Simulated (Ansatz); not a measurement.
Abridged Ansatz (an electronic-structure program) output:

```
Relaxation: its limit of steps is 50 (relax.max_steps)
Pseudopotential: B, paw, valence charge 3
Pseudopotential: N, paw, valence charge 5
Crystal: 4 atoms, lattice volume = 35.982 Å³
Basis set: ecut = 420 eV, 711 PW (Γ), exchange–correlation on 36×36×90 points (8 copies of the dense FFT grid, shifted against one another)
Bands: 12, of which v1, the nominal top of the filled ones, is band 8 counted from 1 (7 counted from 0)
Symmetry: 24 space group operations
k-points: 81 of 1125
Functional: x = pbesol(κ = 0.804, μ = 0.12345679012345678), c = pbesol(β = 0.046)
SCF iter   1: F=—  HF=-1067.933426 eV  |F-HF|=—  |Δ(HF+E_count)|=         —  Δρ=8.74e-3  dr2=2.45e-2  ethr=1.77e-3  ⟨swp⟩=6.6  Hψ=5914  notcnv=0
SCF iter   2: F=—  HF=-1067.927720 eV  |F-HF|=—  |Δ(HF+E_count)|=   5.71e-3  Δρ=3.16e-3  dr2=2.61e-3  ethr=1.53e-4  ⟨swp⟩=2.6  Hψ=2488  notcnv=0
SCF 1 converged in 7 iterations: F = -1067.927196 eV  dr2 = 1.09e-12
relax step   1: F+E_penalty+E_count = -1067.92719575 eV  Δ(F+E_penalty+E_count) = +0.000e0 eV  max|allowed force component| = 5.933e-16 eV/Å  Δτ_max = 0.0000 Å  (7 SCF iters, accepted)
SCF converged after 7 iterations
Free energy (F): -1067.927196 eV
Internal energy: -1067.927196 eV  (E = F + TS)
E sigma→0 (E₀):  -1067.927196 eV
Fermi energy:    6.833615 eV
  E_disp       = -0.404816  (pairwise vdW)
--- Forces (eV/Å), atoms counted from 1 ---
  atom   1  B     -0.00000000     0.00000000     0.00000000
  atom   2  B     -0.00000000    -0.00000000     0.00000000
  atom   3  N     -0.00000000    -0.00000000     0.00000000
  atom   4  N      0.00000000     0.00000000     0.00000000
--- Stress (GPa, compression-positive) ---
      -12.630345       0.000000       0.000000
        0.000000     -12.630345       0.000000
        0.000000       0.000000      -0.392212
  P = ⅓ Tr σ = -8.5510 GPa (-85.510 kbar)
--- Relaxed structure (1 steps of the walk, 1 accepted, 0 SCFs on fresh bases) ---
  atoms:
    - { symbol: B, position: [0.6666666666666666, 0.3333333333333333, 0.25] }
    - { symbol: B, position: [0.3333333333333333, 0.6666666666666666, 0.75] }
    - { symbol: N, position: [0.3333333333333333, 0.6666666666666666, 0.25] }
    - { symbol: N, position: [0.6666666666666666, 0.3333333333333333, 0.75] }
```

What was computed, and what are the main results?

BN, 4 atoms in the cell, with PBEsol-D3(BJ)/PAW in Ansatz, no spin-orbit coupling. The last SCF converged to F = -1067.927196 eV, or -266.9818 eV per atom, at a pressure of -8.55 GPa. The total energy compares only with runs of the same code, potentials and settings.

The cells carry an imposed strain or load. Whether these cells are dynamically stable was not tested. The cell was made from BN (space group P6_3/mmc, No. 194; layered, stacked along the Cartesian z axis) by this change: isotropic strain +1.20 %.

Keys are those of Ansatz 0.2.
